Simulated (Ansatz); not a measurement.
Consider CsPbCl3 in the cubic perovskite structure (space group Pm-3m, No. 221; a = 5.5209 Å). Axes: x, y, z lie along the cube axes.

One thing is altered: biaxial strain −2.40 %, plane normal [001], relaxed out of plane (Cartesian); in-plane vectors clamped, the third vector and the atoms free.

The values are results of plane-wave PAW DFT at the LDA level (Ansatz, a program for electronic structure, 420 eV), scalar-relativistic without spin-orbit coupling, not measurements.

Give the band edges at the high-symmetry points of the new zone, measured from its valence-band maximum.


```csv
point,valence edge (eV),conduction edge (eV)
Γ,-3.19,2.48
X,-1.94,2.72
M,-0.84,2.04
Z,-2.20,2.56
R,-1.06,1.88
A,0.00,1.12
```

The gap is 1.12 eV, direct at A.

Spin-orbit coupling, missing from the scalar runs, can matter with Pb. Whether these cells are dynamically stable was not tested. Many cubic perovskites are stable only at high temperature; tilts and polar distortions were not tested. This is not the structure that CsPbCl3 has at room temperature and ambient pressure. Labels are those of the standard path for the cell's own space group.
